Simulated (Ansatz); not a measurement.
**Converging shifted k-point meshes: Sb (Pm-3m, 1 atom in the cell)**

```yaml
crystal:
  lattice:
    - [3.07409, 0.00000, 0.00000]
    - [0.00000, 3.07409, 0.00000]
    - [0.00000, 0.00000, 3.07409]
  atoms:
    - { symbol: Sb, position: [0.00000, 0.00000, 0.00000] }
```

Computed with PBEsol, default PAW files made with PBE (plane waves; Ansatz, a quantum-chemistry and plane-wave program).

Base settings: basis.ecutwfc = 420 eV; kpoints.mp_grid.grid = 11 11 11; hamiltonian.xc = pbesol; hamiltonian.pseudopotentials = {kind: paw} (the program's default PAW files); scf.occupations.method = gaussian; scf.occupations.width = 0.1 eV.

In this ladder: kpoints.mp_grid.shift = 0.5 0.5 0.5.

Only quantities that move along the ladder and can be compared are tabulated.

The count of work is k-points × plane waves × bands × iterations; it is no time. 

The starting cell comes from a database of computed structures (which also holds hypothetical and non-ambient phases and stackings), without a prior relaxation at this level. Its lattice was rescaled by up to half a per cent. Ansatz's pressure includes its estimate of the finite-basis (Pulay) stress.

| kpoints.mp_grid.grid | free energy less the last step's (meV/atom) | pressure (GPa) | count of work / last |
|---|---|---|---|
| 2 2 2 | 4754.29 | 11.25 | 0.00075 |
| 3 3 3 | 857.00 | 0.15 | 0.0030 |
| 4 4 4 | -416.83 | -0.52 | 0.0030 |
| 5 5 5 | -43.97 | -1.64 | 0.0075 |
| 6 6 6 | 79.35 | -0.80 | 0.0075 |
| 7 7 7 | 22.62 | -1.01 | 0.018 |
| 8 8 8 | -9.52 | -1.18 | 0.015 |
| 9 9 9 | 5.99 | -0.26 | 0.026 |
| 10 10 10 | 12.39 | -0.52 | 0.031 |
| 11 11 11 | -14.46 | -1.11 | 0.042 |
| 13 13 13 | 10.97 | -0.92 | 0.074 |
| 14 14 14 | 6.72 | -0.96 | 0.074 |
| 15 15 15 | -2.00 | -0.58 | 0.11 |
| 17 17 17 | 0.05 | -0.80 | 0.14 |
| 19 19 19 | 0.51 | -0.95 | 0.19 |
| 21 21 21 | 2.90 | -0.66 | 0.25 |
| 23 23 23 | -2.10 | -0.80 | 0.32 |
| 26 26 26 | 1.62 | -0.75 | 0.40 |
| 28 28 28 | -0.64 | -0.80 | 0.49 |
| 31 31 31 | 0.54 | -0.80 | 0.72 |
| 35 35 35 | 0.00 | -0.81 | 1.0 |

Coarsest kpoints.mp_grid.grid that holds the pressure within 0.1 GPa of the last step, with all finer ones: 23 23 23, at 0.32 of the last step's count of work; the step before is off by 0.15 GPa.

Coarsest kpoints.mp_grid.grid that holds the free energy within 5 meV/atom of the last step, with all finer ones: 15 15 15, at 0.11 of the last step's count of work; the step before is off by 6.7 meV/atom.

Keys are those of Ansatz 0.2.
